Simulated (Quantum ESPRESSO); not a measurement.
Input and output of a self-consistent single point for Ta₂O₅ (Cm, 21 atoms in the cell) (Quantum ESPRESSO).

Method: PBEsol, GBRV 1.5 ultrasoft (PBESOL) pseudopotentials (plane waves; Quantum ESPRESSO 7.5).

```yaml
crystal:
  lattice:
    - [6.33028, -3.49935, 0.00000]
    - [6.33028, 3.49935, 0.00000]
    - [-3.78318, 0.00000, 6.08101]
  atoms:
    - { symbol: Ta, position: [0.77813, 0.25031, 0.98482] }
    - { symbol: Ta, position: [0.25031, 0.77813, 0.98482] }
    - { symbol: Ta, position: [0.78820, 0.78820, 0.02517] }
    - { symbol: Ta, position: [0.74062, 0.74062, 0.47234] }
    - { symbol: Ta, position: [0.30816, 0.30816, 0.57178] }
    - { symbol: Ta, position: [0.24398, 0.24398, 0.97849] }
    - { symbol: O, position: [0.96202, 0.96202, 0.07957] }
    - { symbol: O, position: [0.83239, 0.83239, 0.32145] }
    - { symbol: O, position: [0.63172, 0.09360, 0.64986] }
    - { symbol: O, position: [0.09360, 0.63172, 0.64986] }
    - { symbol: O, position: [0.87169, 0.45513, 0.96481] }
    - { symbol: O, position: [0.45513, 0.87169, 0.96481] }
    - { symbol: O, position: [0.56513, 0.16371, 0.03054] }
    - { symbol: O, position: [0.16371, 0.56513, 0.03054] }
    - { symbol: O, position: [0.71427, 0.71427, 0.70632] }
    - { symbol: O, position: [0.81872, 0.42846, 0.28853] }
    - { symbol: O, position: [0.42846, 0.81872, 0.28853] }
    - { symbol: O, position: [0.47217, 0.47217, 0.86342] }
    - { symbol: O, position: [0.27915, 0.27915, 0.28508] }
    - { symbol: O, position: [0.19313, 0.19313, 0.65844] }
    - { symbol: O, position: [0.05941, 0.05941, 0.88015] }
```

Reference input (self-consistent single point, DFT, PBEsol, plane waves, GBRV 1.5 ultrasoft (PBESOL) pseudopotentials): ecutwfc = 40 Ry; ecutrho = 320 Ry; occupations = fixed; potentials = {Ta: ta_pbesol_v1.uspp.F.UPF, O: o_pbesol_v1.2.uspp.F.UPF}; K_POINTS = automatic 3 3 3 0 0 0; nbnd = 92; conv_thr = 1e-10 Ry; mixing_beta = 0.4. This run's input differs from it in these lines:

```diff
@@ -12,4 +12,4 @@
   ntyp = 2
-  ecutwfc = 40
-  ecutrho = 320
+  ecutwfc = 36
+  ecutrho = 288
   occupations = 'fixed'
```

Log, with long lists cut:

```
     Self-consistent Calculation

     iteration #  1     ecut=    36.00 Ry     beta= 0.40

     negative rho (up, down):  5.674E-01 0.000E+00

     total energy              =   -1333.61878808 Ry
     estimated scf accuracy    <       8.40708171 Ry

     iteration #  2     ecut=    36.00 Ry     beta= 0.40

     negative rho (up, down):  5.724E-01 0.000E+00

     total energy              =   -1335.91999418 Ry
     estimated scf accuracy    <       0.81535277 Ry

     iteration #  3     ecut=    36.00 Ry     beta= 0.40

     negative rho (up, down):  5.753E-01 0.000E+00

     total energy              =   -1336.05319771 Ry
     estimated scf accuracy    <       0.11096465 Ry

   [... 11 blocks of this kind left out ...]

     iteration # 15     ecut=    36.00 Ry     beta= 0.40

     negative rho (up, down):  5.819E-01 0.000E+00

     total energy              =   -1336.07951584 Ry
     estimated scf accuracy    <          5.1E-09 Ry

     iteration # 16     ecut=    36.00 Ry     beta= 0.40

     negative rho (up, down):  5.819E-01 0.000E+00
     End of self-consistent calculation

     highest occupied, lowest unoccupied level (ev):     7.6839   10.8466

!    total energy              =   -1336.07951584 Ry
     estimated scf accuracy    <          4.8E-11 Ry

     convergence has been achieved in  16 iterations

     negative rho (up, down):  5.819E-01 0.000E+00

     Forces acting on atoms (cartesian axes, Ry/au):

     atom    1 type  1   force =    -0.00276988   -0.00213721   -0.00210057
     atom    2 type  1   force =    -0.00276988    0.00213721   -0.00210057
     atom    3 type  1   force =     0.00445319    0.00000000   -0.00495194
     atom    4 type  1   force =     0.00277801    0.00000000   -0.00056897
     atom    5 type  1   force =     0.00086982    0.00000000    0.00609306
     atom    6 type  1   force =    -0.00340516    0.00000000   -0.00013433
   [... lines left out ...]
     Total force =     0.014243     Total SCF correction =     0.000014
   [... lines left out ...]

     negative rho (up, down):  5.819E-01 0.000E+00
          total   stress  (Ry/bohr**3)                   (kbar)     P=      -25.78
  -0.00017241   0.00000000   0.00000161          -25.36        0.00        0.24
   0.00000000  -0.00020366   0.00000000            0.00      -29.96        0.00
   0.00000161   0.00000000  -0.00014968            0.24        0.00      -22.02

   JOB DONE.
```

The run converged in 16 iterations. Against the reference run the free energy rises by 16.3 meV/atom, the pressure goes from -1.65 to -2.58 GPa, the largest force hardly changes (0.170 to 0.171 eV/Å) and the gap on the mesh hardly changes (3.162 to 3.163 eV).

The starting cell comes from a database of computed structures (which also holds hypothetical and non-ambient phases and stackings), without a prior relaxation at this level. Spin-orbit coupling is off.

Cost on one core of a shared machine: roughly 7 min.
